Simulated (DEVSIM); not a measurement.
Structure: Schottky contact on n-type Si, at 300 K.

Layer 1 from the left is Si, thickness (μm) 1.50, Nd (cm⁻³) 8.4e16, τn (s) 2.7e-7, τp (s) 2.7e-6.

Left contact: Schottky, work function 4.89 eV, emission velocity 3.8e6 cm/s. Right contact: ohmic. Voltage is applied to the left contact. Recombination: SRH at mid-gap, radiative. Mobility is μmin + (μ − μmin)/(1 + (N/Nref)^α).

This is a model device: material constants are rounded textbook-type values typed into the input, and sizes, dopings and lifetimes were drawn at random. Values at 300 K.

Si: gap (eV) 1.124, affinity (eV) 4.05, permittivity 11.7, Nc (cm⁻³) 2.86e19, Nv (cm⁻³) 3.1e19, μn (cm²/Vs) 1417, μp (cm²/Vs) 470, μn,min 52, μp,min 45, Nref,n 9.7e16, Nref,p 2.2e17, αn 0.68, αp 0.72, B (cm³/s) 4.7e-15.

Q: Estimate by hand the built-in potential, the peak field at zero bias, the capacitance at -0.6 V, and compare with a numerical solution.

A: 
- Built-in potential: barrier φB = 0.840 eV; Vbi = φB − kT/q ln(N_band/N) = 0.689 V; numerical 0.689 V.
- Peak field at zero bias: depletion approximation: W = √(2εVbi/(qN)) = 0.103 μm with N = 8.40e16 cm⁻³; field = 2Vbi/W = 134000 V/cm; numerical 131000 V/cm (estimate above by 2.4 %).
- Capacitance at -0.6 V: C = √(qεN / 2(Vbi + |V|)) = 73.5 nF/cm²; numerical 74.3 nF/cm² (estimate below by 0.99 %).

Model (solved in DEVSIM): 1D drift-diffusion, Boltzmann statistics, complete ionisation; no tunnelling, impact ionisation, image-force lowering or self-heating. Metal contacts follow the ideal Schottky-Mott rule: no Fermi-level pinning, no interface dipoles.
